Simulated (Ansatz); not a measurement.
**Mg, pressure series**

Take Mg (space group P6/mmm, No. 191; a = 5.066 Å, c = 3.079 Å; a model cell, its experimental status unchecked) as the base.

Cell and atoms are relaxed at each pressure.

All numbers come from PBEsol in Ansatz (plane waves to 420 eV, PAW, no spin-orbit coupling).

Notes on the quantities. enthalpy: H = E + PV relative to the base's energy.

| variant | c/a ratio | shortest interatomic distance | enthalpy |
|---|---|---|---|
| base | 0.608 | 2.925 Å | – |
| pressure −2 GPa | 0.608 | 2.987 Å | -0.29 eV/atom |
| pressure −1 GPa | 0.608 | 2.954 Å | -0.14 eV/atom |
| pressure 0.3 GPa | 0.608 | [?] | +0.04 eV/atom |
| pressure 0.7 GPa | 0.607 | 2.907 Å | +0.10 eV/atom |
| pressure 1.5 GPa | 0.607 | [?] | +0.21 eV/atom |
| pressure 3 GPa | 0.607 | 2.856 Å | +0.41 eV/atom |
| pressure 5 GPa | 0.606 | [?] | +0.67 eV/atom |
| pressure 7.5 GPa | 0.606 | 2.780 Å | +0.98 eV/atom |
| pressure 10 GPa | 0.605 | [?] | +1.28 eV/atom |

### Question
Complete the table.

### Answer

- pressure 0.3 GPa, shortest interatomic distance: 2.917 Å
- pressure 1.5 GPa, shortest interatomic distance: 2.888 Å
- pressure 5 GPa, shortest interatomic distance: 2.819 Å
- pressure 10 GPa, shortest interatomic distance: 2.746 Å

Load acts through the strain it causes; cell and atoms are relaxed under it. Stability against distortions was not tested. Competing high-pressure phases were not computed. This is not the structure that Mg has at room temperature and ambient pressure.

Ansatz is a quantum-chemistry and plane-wave program.
